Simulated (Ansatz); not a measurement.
The starting structures come from a database of crystals and need not be the phases stable at ambient conditions.

By PBEsol, the system below comes out a metal.

The ballistic (Sharvin) conductance counts the channels at the Fermi level: G/A = (e²/h) × channels of both spins per area.

Input:

```xyz
3
Lattice="3.6508 0.0000 0.0000 1.8254 8.7884 0.0000 1.8254 0.3791 3.1388" Properties=species:S:1:pos:R:3 pbc="T T T"
Y      0.0000     0.0000     0.0000
Y      1.8254     3.0423     0.6941
Y      5.4762     6.1252     2.4448
```

Space group of this cell: R-3m. The cell is taken as given; by PBEsol its mean pressure is -3.0 GPa.

The current flows along the normal of the first two printed cell vectors, the (101) plane of the conventional cell. No spin-orbit coupling; the value is a mean over 0.1 eV about the Fermi level.

Q: Compute, with Ansatz (a program for electronic structure) with PBEsol, the ballistic conductance per area.

A: 0.50 × 10¹⁵ S/m² for both spins.
